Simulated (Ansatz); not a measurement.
CsCl-type CuPd was calculated with PBEsol (Ansatz, a first-principles code, plane waves, PAW).

Input file:

Ansatz 0.2 input:
```yaml
crystal:
  lattice:
    - [2.9414824169, 0.0, 0.0]
    - [0.0, 2.9414824169, 0.0]
    - [0.0, 0.0, 2.9414824169]
  atoms:
    - { symbol: Cu, position: [0.0, 0.0, 0.0] }
    - { symbol: Pd, position: [0.5, 0.5, 0.5] }
basis:
  ecutwfc: 520
  ecutrho_ratio: 4
  xc_grid: 2
kpoints:
  mp_grid: { grid: [18, 18, 18] }
hamiltonian:
  xc: pbesol
  dispersion: none
  pseudopotentials: { azcp: { folder: ./paw }, kind: paw }
scf:
  occupations: { method: fermi_dirac, width: 0.05 }
output:
  forces: true
  stress: true
  eigenvalues: true
relax:
  f_tol: 0.004
  escape_saddle: false
  max_steps: 80
```

Output (set-up and result lines):

```
WARN output.stress: scf.convergence.dr2_threshold = 1e-7 eV (the SCF's general default) is looser than the 2e-10 eV advised for a printed stress (1e-10 eV for …
Relaxation: its limit of steps is 80 (relax.max_steps)
Crystal: 2 atoms, lattice volume = 25.451 Å³
Basis set: ecut = 520 eV, 691 PW (Γ), exchange–correlation on 48×48×48 points (8 copies of the dense FFT grid, shifted against one another)
Bands: 23, of which v1, the nominal top of the filled ones, is band 19 counted from 1 (18 counted from 0)
Symmetry: 48 space group operations
Space group: Pm-3m (ITA 221), of the structure as read, at distance tolerance 2.9e-5 Å
k-points: 220 of 5832
Initial density: superposition of atomic densities (chi_scale 0.1, normalization cell, long waves kept (reshape's long-wave potential 0.00 eV rms))
Functional: x = pbesol(κ = 0.804, μ = 0.12345679012345678), c = pbesol(β = 0.046)
SCF iter   1: F=—  HF=-13499.001299 eV  |F-HF|=—  |Δ(HF+E_count)|=         —  Δρ=2.28e-1  dr2=1.70e1
SCF iter   2: F=—  HF=-13497.103126 eV  |F-HF|=—  |Δ(HF+E_count)|=    1.90e0  Δρ=1.49e-1  dr2=7.83e0
  ...
SCF iter   7: F=—  HF=-13495.704314 eV  |F-HF|=—  |Δ(HF+E_count)|=   1.63e-6  Δρ=4.09e-5  dr2=1.77e-7
SCF iter   8: F=-13495.704315 eV  HF=-13495.704315 eV  |F-HF|=4.57e-9  |Δ(HF+E_count)|=   3.43e-8  Δρ=6.77e-6  dr2=4.60e-9
SCF 1 converged in 8 iterations: F = -13495.704315 eV  dr2 = 4.60e-9
relax step   1: F+E_penalty+E_count = -13495.70431450 eV  Δ(F+E_penalty+E_count) = +0.000e0 eV  max|allowed force component| = 4.832e-30 eV/Å  Δτ_max = 0.0000 Å  (8 SCF iters, accepted)
SCF converged after 8 iterations
Free energy (F): -13495.704315 eV
Internal energy: -13495.690973 eV  (E = F + TS)
E sigma→0 (E₀):  -13495.697644 eV
Fermi energy:    18.633404 eV
--- Forces (eV/Å), atoms counted from 1 ---
  atom   1  Cu    -0.00000000    -0.00000000     0.00000000
  atom   2  Pd     0.00000000    -0.00000000     0.00000000
--- Stress (GPa, compression-positive) ---
        3.936343       0.000000       0.000000
        0.000000       3.936343       0.000000
        0.000000       0.000000       3.936343
  P = ⅓ Tr σ = 3.9363 GPa (39.363 kbar)
```

The cell is one volume of an energy–volume scan, off the minimum.

The PAW data were made under PBE.

Note: the run has no spin polarisation, so it can have missed a magnetic state.

The result took about 6 core-seconds (a rough figure).
